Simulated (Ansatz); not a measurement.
## Mo under a change: isotropic strain −2.50 %

Take Mo in the bcc (W type) structure (space group Im-3m, No. 229; a = 3.161 Å; relaxed with 0.1 eV smearing) as the base.

Modification: the cell is scaled by 0.9750 in all directions, atoms relaxed at fixed cell.

Calculations: DFT with PBE, PAW potentials and a 420 eV plane-wave cutoff in Ansatz (a quantum-chemistry and plane-wave program), no spin-orbit coupling. k-mesh 29×29×29 (Γ-centred); smearing 0.1 eV (Fermi–Dirac).

- Volume per atom: 14.64 Å³ (base 15.79 Å³)
- Space group: Im-3m (No. 229) (base Im-3m (No. 229))
- Shortest interatomic distance: 5.044 bohr (base 5.173 bohr)
- Energy relative to the base (free energy F): +78 meV/atom
- Pressure: 23.1 GPa (base 0.0 GPa)
- Band gap: zero (base zero)

No phonon test of stability was made. The final runs are not spin-polarised.
